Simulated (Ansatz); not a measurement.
# GaSb: response to strain

Base system: GaSb in the zinc blende structure (space group F-43m, No. 216; a = 6.1115 Å).

Strains are applied to the cell and any free atomic positions relax.

Computed with DFT with PBEsol, PAW potentials and a 420 eV plane-wave cutoff in Ansatz (a program for electronic structure), no spin-orbit coupling.

```json
[
 {"isotropic strain (%)": "-3", "pressure (GPa)": "5.9"},
 {"isotropic strain (%)": "-1", "pressure (GPa)": "?"},
 {"isotropic strain (%)": "-0.5", "pressure (GPa)": "0.8"},
 {"isotropic strain (%)": "0", "pressure (GPa)": "0.0"},
 {"isotropic strain (%)": "0.5", "pressure (GPa)": "-0.7"},
 {"isotropic strain (%)": "1.5", "pressure (GPa)": "-2.1"},
 {"isotropic strain (%)": "2", "pressure (GPa)": "-2.7"},
 {"isotropic strain (%)": "2.5", "pressure (GPa)": "-3.2"},
 {"isotropic strain (%)": "3", "pressure (GPa)": "-3.7"}
]
```

Problem. Fit P = P₀ − Bδ + Cδ² with δ = (1 + ε)³ − 1 to the rows shown and predict the withheld row.

Solution. Least squares on the printed values gives P₀ = 0.0 GPa, B = 53.9 GPa, C = 152 GPa (largest residual 0.1 GPa); this predicts 1.8 GPa, and the run gives 1.7 GPa, in agreement.

No phonon test of stability was made. The final runs are not spin-polarised.
